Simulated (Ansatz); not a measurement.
**WC: alloy series**

Take WC (space group P-6m2, No. 187) as the base.

```yaml
crystal:
  lattice:
    - [2.92185, 0.00000, 0.00000]
    - [-1.46093, 2.53040, 0.00000]
    - [0.00000, 0.00000, 2.84710]
  atoms:
    - { symbol: W, position: [0.00000, 0.00000, 0.00000] }
    - { symbol: C, position: [0.66667, 0.33333, 0.50000] }
```

The other end (x = 1) is WGe (space group P-6m2, No. 187; a hypothetical phase, not in the database extracts checked): 16.12 Å³/atom, gap zero; this end may not be an ambient phase.

Ge replaces a fraction x of C; each row is one arrangement (x, atoms in the cell, starting space group or random), fully relaxed.

Calculations: Ansatz (a program for electronic structure), PBE, PAW, cutoff 420 eV, no SOC.

Candidates:
(a) x(Ge) = 0.333, 6 atoms, P-6m2
(b) x(Ge) = 0.75, 8 atoms, Imm2
(c) x(Ge) = 0.5, 8 atoms, Pmc2_1
(d) x(Ge) = 0.667, 6 atoms, P-62m

For the base:

```
Quantity            Value
---------------  --------
Volume per atom  10.52 Å³
```

**Question.** Order them by volume per atom, highest first.

**Answer.** (b) x(Ge) = 0.75, 8 atoms, Imm2 (15.02 Å³), (d) x(Ge) = 0.667, 6 atoms, P-62m (14.62 Å³), (c) x(Ge) = 0.5, 8 atoms, Pmc2_1 (13.61 Å³), (a) x(Ge) = 0.333, 6 atoms, P-6m2 (12.25 Å³)

These are small ordered cells, not random alloys; other orderings at the same x differ. Stability against distortions was not tested. The final runs are not spin-polarised.
